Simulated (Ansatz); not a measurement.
# Hypothetical P6_3/mmc HgI2: pressure series

Base system: HgI$_{2}$ in the 2H-MoS2 type structure (space group P6_3/mmc, No. 194; a = 4.155 Å, c = 14.391 Å; a hypothetical phase, not in the database extracts checked).

Cell and atoms are relaxed at each pressure.

Levels (all Ansatz, a program for electronic structure, PAW, earlier PAW set): r2SCAN+rVV10 (500 eV, scalar-relativistic without spin-orbit coupling); HSE06 (420 eV, no spin-orbit coupling).

Band gaps by level, all at the geometries relaxed with r2SCAN+rVV10:

| case | r2SCAN+rVV10 | HSE06 |
|---|---|---|
| base | 0.66 eV | 1.20 eV |
| pressure −1 GPa | 0.96 eV | 1.49 eV |
| pressure 3 GPa | 0.25 eV | 0.75 eV |

Single points use the geometry relaxed with r2SCAN+rVV10. The hybrid gap comes from the SCF mesh plus the semilocal run's edge points and a few special points and is an upper bound. With Hg and I present, leaving out spin-orbit coupling can change the band edges. Load acts through the strain it causes; cell and atoms are relaxed under it. Whether these cells are dynamically stable was not tested. The zero or small gap of HgI2 under pressure 3 GPa can change with the level of theory.
